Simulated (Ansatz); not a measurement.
# How the lattice constant a of Ge2Sb2Te5 (model structure, R-3m, No. 166, 9 atoms in the cell) moves with the method

No measured value is used here.

Question: Put these levels in order of the lattice constant a that they give for Ge2Sb2Te5 (model structure, R-3m, No. 166, 9 atoms in the cell), smallest first: LDA (Ansatz, an electronic-structure program), PBE-D3(BJ) (Ansatz), r²SCAN+rVV10 (Ansatz).

Answer: LDA (4.179 Å), PBE-D3(BJ) (4.215 Å), r²SCAN+rVV10 (4.235 Å)

Cutoffs differ between the levels. Ansatz's density-functional and Hartree–Fock values are scalar-relativistic unless marked +SOC, with PAW data made under PBE.

A model structure was made by putting elements into a prototype or built by hand; it is no filed structure, need not be a known phase, and can be a saddle point held by its symmetry.
